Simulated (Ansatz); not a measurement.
# Habitual settings against a tight run: GaAg3 (Pm-3m, 4 atoms in the cell)

Self-consistent single point.

```yaml
crystal:
  lattice:
    - [4.02539, 0.00000, 0.00000]
    - [0.00000, 4.02539, 0.00000]
    - [0.00000, 0.00000, 4.02539]
  atoms:
    - { symbol: Ga, position: [0.00000, 0.00000, 0.00000] }
    - { symbol: Ag, position: [0.50000, 0.00000, 0.50000] }
    - { symbol: Ag, position: [0.00000, 0.50000, 0.50000] }
    - { symbol: Ag, position: [0.50000, 0.50000, 0.00000] }
```

Level of theory: PBEsol, default PAW files made with PBE (plane waves; Ansatz, a quantum-chemistry and plane-wave program).

Base settings: basis.ecutwfc = 420 eV; kpoints.mp_grid.grid = 8 8 8; hamiltonian.xc = pbesol; hamiltonian.pseudopotentials = {kind: paw} (the program's default PAW files); scf.occupations.method = methfessel_paxton; scf.occupations.width = 0.272 eV.

Tight run (finer mesh or higher cutoff; not a proven limit): basis.ecutwfc: 420 eV → 590 eV; kpoints.mp_grid.grid: 8 8 8 → 11 11 11; scf.convergence.dr2_threshold: default (1e-07 eV) → 1e-09 eV. It gave Fermi level (on the code's own zero) 16.73 eV; pressure 0.55 GPa.

Quick runs, as changes from the base:
- A: the base itself
- B: basis.ecutwfc: 420 eV → 210 eV; kpoints.mp_grid.grid: 8 8 8 → 2 2 2; hamiltonian.xc: pbesol → lda; scf.occupations.method: methfessel_paxton → gaussian [LDA (PW92)]
- C: basis.ecutwfc: 420 eV → 250 eV; kpoints.mp_grid.grid: 8 8 8 → 1 1 1; scf.occupations.method: methfessel_paxton → cold; scf.occupations.width: 0.272 eV → 0.136 eV
- D: basis.ecutwfc: 420 eV → 295 eV; kpoints.mp_grid.grid: 8 8 8 → 4 4 4; scf.occupations.width: 0.272 eV → 0.136 eV
- E: basis.ecutwfc: 420 eV → 210 eV; kpoints.mp_grid.grid: 8 8 8 → 4 4 4; scf.occupations.width: 0.272 eV → 0.136 eV; kpoints.mp_grid.shift: default → 0.5 0.5 0.5; scf.convergence.dr2_threshold: default (1e-07 eV) → 0.0001 eV
- F: kpoints.mp_grid.grid: 8 8 8 → 4 4 4; hamiltonian.xc: pbesol → lda; scf.convergence.dr2_threshold: default (1e-07 eV) → 0.001 eV [LDA (PW92)]

Energies are extrapolated to zero smearing width, which holds to low order in the width alone.

Dashes: energy of B, F, another energy zero.

† marks runs with another functional, U, potentials or spin treatment: their distance from the tight run is not a convergence error alone.

The count of work is k-points × plane waves × bands × iterations; it is no time. 

Pressures in the table are Ansatz's without its Pulay estimate, at a fixed set of plane waves; the tight run's value above holds the estimate.

The starting cell comes from a database of computed structures (which also holds hypothetical and non-ambient phases and stackings), without a prior relaxation at this level. Its lattice was rescaled by a random factor within 2.5 % of one.

| run | energy less tight (meV/atom) | pressure less tight (GPa) | count of work / tight |
|---|---|---|---|
| A | 4.4 | 0.14 | 0.30 |
| B† | – | -326.41 | 0.014 |
| C | 3327.0 | -83.77 | 0.0044 |
| D | 149.0 | -14.80 | 0.049 |
| E | 7075.2 | -359.78 | 0.012 |
| F† | – | -3.97 | 0.049 |

Among the runs at the tight run's level, the energy misses run from 4.4 to 7075.2 meV/atom.

Keys are those of Ansatz 0.2.
